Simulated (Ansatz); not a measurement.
System: CsCl-type RuAl. Method: PBE-D3(BJ) (Ansatz, a quantum-chemistry and plane-wave program, plane waves, PAW).

Numerical settings: plane-wave cutoff 520 eV, 16×16×16 k mesh, Fermi–Dirac smearing 0.1 eV, perturbation theory, no spin polarisation, scalar-relativistic PAW data made under PBE.

Cell (relaxed at this level):

```cif
data_AlRu
_chemical_formula_sum 'Al1 Ru1'
_space_group_name_H-M_alt 'P 1'
_space_group_IT_number 1
_cell_length_a 2.97316
_cell_length_b 2.97316
_cell_length_c 2.97316
_cell_angle_alpha 90.000
_cell_angle_beta 90.000
_cell_angle_gamma 90.000
loop_
_space_group_symop_operation_xyz
  'x, y, z'
loop_
_atom_site_label
_atom_site_type_symbol
_atom_site_fract_x
_atom_site_fract_y
_atom_site_fract_z
_atom_site_occupancy
Al1 Al 0.50000 0.50000 0.50000 1
Ru1 Ru 0.00000 0.00000 0.00000 1
```

Q: Predict the zone-centre TO phonon frequency.

A: 
* **zone-centre TO phonon frequency**: 326 cm⁻¹

Note: the dispersion coefficients are held fixed in the derivatives.
